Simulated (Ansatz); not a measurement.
## SiC: pressure series

The parent structure is SiC (space group P6_3mc, No. 186; a = 3.0941 Å, c = 10.1292 Å).

Cell and atoms are relaxed at each pressure.

Levels (all Ansatz, a first-principles code, PAW, earlier PAW set): PBE (420 eV, without spin-orbit coupling); PBEsol (420 eV, no SOC).

The base cell above is that of PBE; each level relaxes its own structures.

```csv
case,"shortest interatomic distance, PBE","shortest interatomic distance, PBEsol"
pressure −2 GPa,1.899 Å,1.889 Å
pressure −1 GPa,1.896 Å,…
pressure 3 GPa,1.885 Å,1.875 Å
pressure 7 GPa,1.874 Å,1.865 Å
pressure 15 GPa,1.854 Å,…
pressure 30 GPa,1.823 Å,1.816 Å
pressure 50 GPa,1.790 Å,…
pressure 75 GPa,1.755 Å,1.749 Å
pressure 100 GPa,1.726 Å,…
```

Task: Some entries are withheld; estimate them.

Result: 
- pressure −1 GPa, shortest interatomic distance, PBEsol: 1.886 Å
- pressure 15 GPa, shortest interatomic distance, PBEsol: 1.846 Å
- pressure 50 GPa, shortest interatomic distance, PBEsol: 1.783 Å
- pressure 100 GPa, shortest interatomic distance, PBEsol: 1.721 Å

PBE lies above PBEsol in every row, by 0.005 Å to 0.010 Å. They put the cases in the same order.

Load acts through the strain it causes; cell and atoms are relaxed under it. Stability against distortions was not tested. No other phases were tried under pressure.
